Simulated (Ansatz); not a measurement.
PBE against r2SCAN: hypothetical zinc blende NaI, uniaxial strain ε_yy = +2.23 %

The parent structure is NaI in the zinc blende structure (space group F-43m, No. 216; a = 7.163 Å; a hypothetical phase, not in the database extracts checked). Axes: x, y, z lie along the cube axes.

(Cell as relaxed with PBE.)

Levels (all Ansatz, an electronic-structure program, PAW): PBE (420 eV, no spin-orbit coupling); r2SCAN (500 eV, without spin-orbit coupling).

Each level relaxes its own structure.

```csv
base,PBE,r2SCAN
volume per atom,45.95 Å³,44.51 Å³
lattice parameter a,13.537 bohr,13.394 bohr
band gap,3.77 eV,4.42 eV
```

Modification: uniaxial strain ε_yy = +2.23 %, all other strain components held at zero, atoms relaxed at fixed cell.

```csv
quantity,PBE,r2SCAN
"valley order (the lowest conduction-band minima on the path, energy above the VBM, named in the base's zone)",Γ 3.73 eV; X along [001] 5.20 eV; X along [010] 5.21 eV,…
"pressure (mean of the normal stresses, compression positive)",-0.22 GPa,…
energy relative to the base (free energy F),+0.8 meV/atom,…
```

**Question.** What does r2SCAN give?

**Answer.** 
- valley order (the lowest conduction-band minima on the path, energy above the VBM, named in the base's zone), r2SCAN: Γ 4.37 eV; X along [001] 5.58 eV; X along [010] 5.59 eV
- pressure (mean of the normal stresses, compression positive), r2SCAN: -0.25 GPa
- energy relative to the base (free energy F), r2SCAN: +0.9 meV/atom

Both order the valleys alike. Neither level is exact; r2SCAN is the comparison here, not a measurement.

Spin-orbit coupling, missing from the scalar runs, can matter with I. Semilocal Kohn–Sham gaps tend to fall short of experiment. No phonon test of stability was made.
